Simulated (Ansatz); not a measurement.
**A computed series for TiB2: pressure series**

Take TiB$_{2}$ (space group P6/mmm, No. 191; a = 3.032 Å, c = 3.224 Å) as the base.

Cell and atoms are relaxed at each pressure.

Level of theory: Ansatz (a quantum-chemistry and plane-wave program), PBE, PAW, cutoff 420 eV, spin-orbit coupling left out, earlier PAW set.

```json
[
 {"pressure (GPa)": "-2", "volume per atom (Å³/atom)": "8.625"},
 {"pressure (GPa)": "-1", "volume per atom (Å³/atom)": "8.590"},
 {"pressure (GPa)": "0", "volume per atom (Å³/atom)": "8.556"},
 {"pressure (GPa)": "3", "volume per atom (Å³/atom)": "8.456"},
 {"pressure (GPa)": "7", "volume per atom (Å³/atom)": "8.332"},
 {"pressure (GPa)": "30", "volume per atom (Å³/atom)": "7.751"},
 {"pressure (GPa)": "50", "volume per atom (Å³/atom)": "?"},
 {"pressure (GPa)": "75", "volume per atom (Å³/atom)": "6.989"},
 {"pressure (GPa)": "100", "volume per atom (Å³/atom)": "6.681"}
]
```

Question: Fit the third-order Birch–Murnaghan form P(V) = (3B₀/2)[(V₀/V)^(7/3) − (V₀/V)^(5/3)]·[1 + (3/4)(B₀′ − 4)((V₀/V)^(2/3) − 1)] (squares taken in P) to the rows shown and predict the withheld row.

Answer: Least squares on the printed values gives V₀ = 8.556 Å³/atom, B₀ = 251 GPa, B₀′ = 3.9; this predicts 7.369 Å³/atom, and the run gives 7.369 Å³/atom, in agreement.

Load acts through the strain it causes; cell and atoms are relaxed under it. Whether these cells are dynamically stable was not tested. Competing high-pressure phases were not computed. All final runs are without spin polarisation.
